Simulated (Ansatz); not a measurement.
Ge2Sb2Te5 (model structure, P3m1, No. 156, 9 atoms in the cell)

All values below come from PBE+SOC in Ansatz (plane waves, PAW).

Numerical settings: plane-wave cutoff 520 eV, 6×6×2 k mesh (along the axes of the cell as run), Fermi–Dirac smearing 0.01 eV, PAW data made under PBE.

Cell (relaxed with PBE-D3(BJ)):

Space group P3m1 (No. 156); a = b = 4.2457 Å, c = 17.3171 Å, α = β = 90.00°, γ = 120.00°

```tsv
atom	site	symmetry	x	y	z
Te	1a	3m.	0.0000	0.0000	0.9968
Sb	1b	3m.	0.3333	0.6667	0.0979
Te	1c	3m.	0.6667	0.3333	0.2085
Sb	1a	3m.	0.0000	0.0000	0.3262
Te	1b	3m.	0.3333	0.6667	0.4245
Te	1c	3m.	0.6667	0.3333	0.5745
Ge	1a	3m.	0.0000	0.0000	0.6572
Te	1b	3m.	0.3333	0.6667	0.7859
Ge	1c	3m.	0.6667	0.3333	0.8698
```

- band gap = 0.10 eV (on the SCF k mesh)
- Γ–Γ gap = 0.39 eV

Note: the relaxation could raise the start's symmetry but not lower it, so the cell can be a saddle point; cell and atoms aren't relaxed at this level (largest force component 0.24 eV/Å, pressure 1.6 GPa).

The computed numbers hold no vibrational or temperature effects.

Cost on a shared machine: around 2.3 core-minutes (rough).

A model structure was made by putting elements into a prototype or built by hand; it is no filed structure, need not be a known phase, and can be a saddle point held by its symmetry.

Ansatz is a quantum-chemistry and plane-wave program.
